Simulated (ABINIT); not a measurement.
Input and output of a self-consistent single point for BaTe (Fm-3m, 2 atoms in the cell) (ABINIT).

Computed with LDA (PW92), norm-conserving pseudopotentials (PseudoDojo nc-sr-04 LDA standard) (plane waves; ABINIT).

```xyz
2
Lattice="0.0000 3.4666 3.4666 3.4666 0.0000 3.4666 3.4666 3.4666 0.0000" Properties=species:S:1:pos:R:3 pbc="T T T"
Ba     0.0000     0.0000     0.0000
Te     3.4666     3.4666     3.4666
```

Reference input (self-consistent single point, DFT, PBE, plane waves, norm-conserving pseudopotentials (PseudoDojo nc-sr-05 PBE standard)): pseudos = [Ba.upf, Te.upf]; ecut = 82 Ry; ixc = 11; occopt = 3; tsmear = 0.00183747 Ha; ngkpt = 6 6 6; nshiftk = 1; shiftk = 0 0 0; potentials = PseudoDojo nc-sr-05 PBE standard; nband = 18; kptopt = 1; nstep = 100. This run's input differs from it in these lines:

```diff
@@ -1,2 +1,2 @@
-# BaTe, PseudoDojo nc-sr-05 PBE standard
+# BaTe, PseudoDojo nc-sr-04 LDA standard
 pp_dirpath "./"
@@ -16,3 +16,3 @@
 ecut 82 Ry
-ixc 11
+ixc 7
 occopt 3
```

Its files differ too (potentials: PseudoDojo nc-sr-05 PBE standard → PseudoDojo nc-sr-04 LDA standard).

Output (repeated stretches shortened):

```
--- !BeginCycle
solver: {iscf: 7, nstep: 100, nline: 4, wfoptalg: 0, }
tolerances: {toldfe: 1.00E-09, }
...

     iter   Etot(hartree)      deltaE(h)  residm     vres2
 ETOT  1  -132.18962631173    -1.322E+02 7.463E-01 2.480E+01
 ETOT  2  -132.76997367224    -5.803E-01 1.771E-02 1.217E+01
 ETOT  3  -132.77096204284    -9.884E-04 2.097E-03 2.275E-01
 ETOT  4  -132.77101090416    -4.886E-05 1.126E-03 6.612E-02
 ETOT  5  -132.77102266383    -1.176E-05 5.048E-04 7.891E-03
   [... 3 lines left out ...]
 ETOT  9  -132.77102476678    -9.561E-09 1.013E-04 2.055E-06
 ETOT 10  -132.77102476899    -2.209E-09 7.802E-05 1.831E-08
 ETOT 11  -132.77102476943    -4.455E-10 5.743E-05 2.236E-07
 ETOT 12  -132.77102476956    -1.245E-10 5.878E-05 2.695E-08
 At SCF step   12, etot is converged :
  for the second time, diff in etot=  1.245E-10 < toldfe=  1.000E-09

 Cartesian components of stress tensor (hartree/bohr^3)
  sigma(1 1)=  3.44749827E-05  sigma(3 2)=  0.00000000E+00
  sigma(2 2)=  3.44749827E-05  sigma(3 1)=  0.00000000E+00
  sigma(3 3)=  3.44749827E-05  sigma(2 1)=  0.00000000E+00

 ----iterations are completed or convergence reached----

 reduced coordinates (array xred) for    2 atoms
       0.000000000000      0.000000000000      0.000000000000
       0.500000000000      0.500000000000      0.500000000000
 cartesian forces (eV/Angstrom) at end:
    1     -0.00000000000000    -0.00000000000000    -0.00000000000000
    2     -0.00000000000000    -0.00000000000000    -0.00000000000000
 frms,max,avg= 0.0000000E+00 0.0000000E+00   0.000E+00  0.000E+00  0.000E+00 e/A
   [... lines left out ...]
 Fermi (or HOMO) energy (hartree) =   0.16402   Average Vxc (hartree)=  -0.33235
 Fermi (or HOMO) energy (eV) =   4.46316   Average Vxc (eV)=  -9.04377
   [... lines left out ...]
total_energy        : -1.32771024769558E+02
total_energy_eV     : -3.61288332049002E+03
band_energy         : -1.47991298062505E+01
...

-Cartesian components of stress tensor (GPa)         [Pressure= -1.0143E+00 GPa]
- sigma(1 1)=  1.01428884E+00  sigma(3 2)=  0.00000000E+00
- sigma(2 2)=  1.01428884E+00  sigma(3 1)=  0.00000000E+00
- sigma(3 3)=  1.01428884E+00  sigma(2 1)=  0.00000000E+00

 Calculation completed.
```

The run converged in 12 iterations. Against the reference run the pressure goes from 1.78 to -1.01 GPa and the gap on the mesh goes from 1.543 to 1.427 eV.

The starting cell comes from a database of computed structures (which also holds hypothetical and non-ambient phases and stackings), without a prior relaxation at this level. Its lattice was rescaled by a random factor within 2.5 % of one. Spin-orbit coupling is off.

Cost on one core of a shared machine: roughly 90 s.
